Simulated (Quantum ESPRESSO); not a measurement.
How far to go with the plane-wave cutoff: Cu3Sn (I4mm, 4 atoms in the cell)

```
CELL_PARAMETERS angstrom
      0.00000     3.06761     3.06761
      3.06761     0.00000     3.06761
      3.06761     3.06761     0.00000
ATOMIC_POSITIONS crystal
  Cu 0.50815 0.50815 0.49185
  Cu 0.75000 0.75000 0.75000
  Cu 0.25000 0.25000 0.25000
  Sn 0.00000 0.00000 0.00000
```

Computed with LDA (PZ), PSlibrary PAW (LDA) pseudopotentials (plane waves; Quantum ESPRESSO 7.5).

Base settings: ecutwfc = 55 Ry; ecutrho = 330 Ry; occupations = smearing; smearing = fd; degauss = 0.0073499 Ry; potentials = {Cu: Cu.pz-dn-kjpaw_psl.1.0.0.UPF, Sn: Sn.pz-dn-kjpaw_psl.1.0.0.UPF}; K_POINTS = automatic 3 3 3 0 0 0; conv_thr = 1e-10 Ry.

Moved along: ecutrho.

The second cell is the first with its lattice scaled by 0.98.

The mesh stays at the base's, so the ladder's end is converged at best in this setting alone.

Only quantities that move along the ladder and can be compared are tabulated.

The count of work is k-points × plane waves × bands × iterations; it is no time. Core times come from one kind of shared machine, to one figure; runs under 30 s give none.

The starting cell comes from a database of computed structures (which also holds hypothetical and non-ambient phases and stackings), without a prior relaxation at this level. Its lattice was rescaled by up to half a per cent. One atom was moved a little off its site on purpose. Spin polarisation is off. In the base run, with a pressure of about -10 GPa the cell is away from its equilibrium volume at this level. Without a gap this mesh is coarse (it stands for a supercell whose shortest vector is 13 Å).

| ecutwfc | free energy less the last step's (meV/atom) | energy of the compressed cell less the first (meV/atom) | pressure (GPa) | largest difference of a force vector from the last step's (eV/Å) | count of work / last | core time / last (rough) |
|---|---|---|---|---|---|---|
| 19 Ry | 50253.42 | -273.50 | -1741.41 | 0.455 | 0.067 | – |
| 22 Ry | 23403.06 | -115.13 | -1029.34 | 0.062 | 0.075 | – |
| 25 Ry | 9906.25 | 185.16 | -528.39 | 0.056 | 0.096 | – |
| 28 Ry | 4221.23 | -190.77 | -265.48 | 0.014 | 0.11 | – |
| 30 Ry | 2374.40 | 5.50 | -166.29 | 0.010 | 0.11 | – |
| 33 Ry | 932.09 | -26.74 | -78.11 | 0.007 | 0.14 | – |
| 38 Ry | 222.12 | -28.64 | -25.06 | 0.002 | 0.17 | – |
| 44 Ry | 76.91 | -28.86 | -11.40 | 0.000 | 0.21 | – |
| 50 Ry | 51.26 | -28.13 | -9.98 | 0.000 | 0.26 | – |
| 55 Ry | 37.30 | -28.55 | -10.03 | 0.001 | 0.30 | 0.3 |
| 61 Ry | 22.30 | -28.44 | -9.89 | 0.000 | 0.35 | 0.4 |
| 66 Ry | 13.60 | -28.81 | -9.62 | 0.000 | 0.35 | – |
| 74 Ry | 6.38 | -28.62 | -9.19 | 0.000 | 0.47 | 0.4 |
| 82 Ry | 4.28 | -28.76 | -9.02 | 0.000 | 0.54 | 0.4 |
| 96 Ry | 2.40 | -28.73 | -9.05 | 0.000 | 0.69 | 0.6 |
| 110 Ry | 0.59 | -28.76 | -9.00 | 0.000 | 0.84 | 0.5 |
| 132 Ry | 0.00 | -28.75 | -8.96 | 0.000 | 1.0 | 1 |

Coarsest ecutwfc that holds the energy of the compressed cell less the first within 0.5 meV/atom of the last step, with all finer ones: 55 Ry, at 0.30 of the last step's count of work and about 0.3 of the last step's time; the step before is off by 0.63 meV/atom.

Coarsest ecutwfc that holds the forces within 0.02 eV/Å of the last step, with all finer ones: 28 Ry, at 0.11 of the last step's count of work; the step before is off by 0.056 eV/Å.

Coarsest ecutwfc that holds the pressure within 0.5 GPa of the last step, with all finer ones: 74 Ry, at about 0.4 of the last step's time; the step before is off by 0.67 GPa.

The energy difference between the two cells stays within 1 meV/atom of the last step's from 38 Ry on, the total only from 110 Ry on: much of the error is common to both cells and cancels.

At the lowest cutoff the pressure lies 1730 GPa under the last step's, the usual sign of Pulay stress in an incomplete plane-wave basis.
